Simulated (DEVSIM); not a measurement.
Structure: abrupt InP n-p junction, at 250 K.

Layer 1 from the left is InP, thickness (μm) 1.50, Nd (cm⁻³) 1e16, τn (s) 1.2e-8, τp (s) 1.2e-8. Layer 2 from the left is InP, thickness (μm) 3.50, Na (cm⁻³) 3.2e15, τn (s) 1.2e-8, τp (s) 1.2e-8.

Left contact: ohmic. Right contact: ohmic. Voltage is applied to the left contact. Recombination: SRH at mid-gap, Auger. Mobility is μmin + (μ − μmin)/(1 + (N/Nref)^α).

The device is made up for the run: typed textbook-type constants, with dimensions and the other settings drawn at random. Values at 300 K; Nc and Nv go as T^1.5, mobilities as T to minus their exponent, the gap by Varshni's rule with the affinity fixed.

InP: gap (eV) 1.344, affinity (eV) 4.38, permittivity 12.5, Nc (cm⁻³) 5.7e17, Nv (cm⁻³) 1.1e19, μn (cm²/Vs) 5200, μp (cm²/Vs) 170, μn,min 400, μp,min 10, Nref,n 3e17, Nref,p 4.9e17, αn 0.47, αp 0.62, T exponent of μn 2, T exponent of μp 2, Cn (cm⁶/s) 9e-31, Cp (cm⁶/s) 9e-31, Varshni α (eV/K) 0.000363, Varshni β (K) 162.

Q: Estimate by hand the built-in potential, the peak field at zero bias, the capacitance at 0.6 V, and compare with a numerical solution.

A: 
- Built-in potential: ni = √(Nc Nv) exp(−Eg/2kT) = 37600 cm⁻³ with Eg = 1.360 eV; Vbi = kT/q ln(Na Nd/ni²) = 1.109 V; numerical 1.109 V.
- Peak field at zero bias: depletion approximation: W = √(2εVbi/(qN)) = 0.795 μm with N = 2.42e15 cm⁻³; field = 2Vbi/W = 27900 V/cm; numerical 27400 V/cm (estimate above by 2.0 %).
- Capacitance at 0.6 V: C = √(qεN / 2(Vbi + |V|)) = 11.2 nF/cm²; numerical 11.4 nF/cm² (estimate below by 1.3 %).

Simulated with DEVSIM: 1D drift-diffusion, Boltzmann statistics, complete ionisation; no tunnelling, impact ionisation, image-force lowering or self-heating.
